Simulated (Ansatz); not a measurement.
Cell of rutile IrO2 (0 0 1) on zinc-blende CdTe (0 0 1) (film strained to the substrate, started from cuts of the bulks and a machine-learned relaxation; slabs Cd4Te4 and Ir6O12, which can lie off the formulas), relaxed at this level with a, b, gamma of the cell held:

```
CELL_PARAMETERS angstrom
      4.67916     0.00603    -0.13268
      0.00274     4.67228     0.30949
      1.29093    -0.31948    22.13021
ATOMIC_POSITIONS crystal
  Cd 0.96245 0.11102 0.27078
  Cd 0.56665 0.68310 0.11761
  Cd 0.42351 0.00060 0.53246
  Cd 0.49148 0.59143 0.42212
  Te 0.02361 0.63138 0.19824
  Te 0.36318 0.18623 0.06021
  Te 0.96286 0.45128 0.50075
  Te 0.45838 0.10418 0.34826
  Ir 0.25345 0.12076 0.67347
  Ir 0.75979 0.64221 0.60401
  O  0.56008 0.81203 0.67684
  O  0.06300 0.93044 0.60673
  O  0.46852 0.33849 0.60631
  O  0.95774 0.41692 0.67754
  Ir 0.23791 0.07853 0.81379
  Ir 0.74910 0.59632 0.74640
  O  0.54307 0.77290 0.81620
  O  0.05229 0.90295 0.74456
  O  0.44506 0.29252 0.74480
  O  0.93486 0.38517 0.81633
  Ir 0.22911 0.05472 0.95291
  Ir 0.73026 0.56196 0.88900
  O  0.50438 0.74964 0.95249
  O  0.03100 0.86662 0.88277
  O  0.43029 0.25666 0.88349
  O  0.92706 0.33287 0.95213
```

Computed with PBE (plane waves to 420 eV, PAW; Ansatz, an electronic-structure program). Spin–orbit coupling is left out; the runs are not spin-polarised. Its k-point mesh 7×7×1, Fermi–Dirac width 0.05 eV.

Q: Give the plane-averaged electrostatic potential energy of an electron along the normal (the smooth PAW potential), about its mean over the cell.

A: 
```
z (Å) | V (eV)
    0.000 | ############################## 6.18
    0.443 | ############################ 5.10
    0.738 | ######################### 3.92
    1.180 | ############################ 5.14
    1.475 | ########################## 4.61
    1.918 | ################## 0.84
    2.213 | ################# 0.43
    2.656 | ################### 1.34
    2.951 | ##################### 2.07
    3.393 | ####################### 2.95
    3.688 | ###################### 2.74
    4.131 | ########################## 4.41
    4.426 | ############################ 5.16
    4.869 | ####################### 2.84
    5.164 | #################### 1.88
    5.606 | #################### 1.89
    5.902 | #################### 1.57
    6.344 | ##################### 1.98
    6.639 | ###################### 2.43
    7.082 | ###################### 2.42
    7.524 | ########################## 4.52
    7.819 | ########################### 4.75
    8.262 | ##################### 2.34
    8.557 | #################### 1.80
    9.000 | #################### 1.68
    9.295 | ################### 1.38
    9.737 | #################### 1.91
   10.033 | ##################### 2.30
   10.475 | #################### 1.91
   10.770 | ###################### 2.54
   11.213 | ################### 1.40
   11.508 | ############## -0.98
   11.951 | ############### -0.58
   12.246 | #################### 1.54
   12.688 | ################### 1.35
   12.983 | ########## -2.95
   13.426 |  -7.21
   13.721 | ###### -4.75
   14.164 | ################## 0.62
   14.459 | ############ -2.11
   14.901 |  -7.28
   15.344 | ######## -3.77
   15.639 | ################## 0.57
   16.082 | ######### -3.44
   16.377 |  -7.13
   16.819 | ##### -5.08
   17.114 | ############## -0.82
   17.557 | ########## -2.62
   17.852 | ## -6.57
   18.295 | ### -5.74
   18.590 | ############## -1.07
   19.032 | ############## -0.86
   19.327 | #### -5.56
   19.770 | # -6.77
   20.065 | ######### -3.13
   20.508 | ############ -1.92
   20.803 | #### -5.67
   21.245 | ### -6.06
   21.540 | ############## -1.22
   21.983 | ############################ 5.49
```
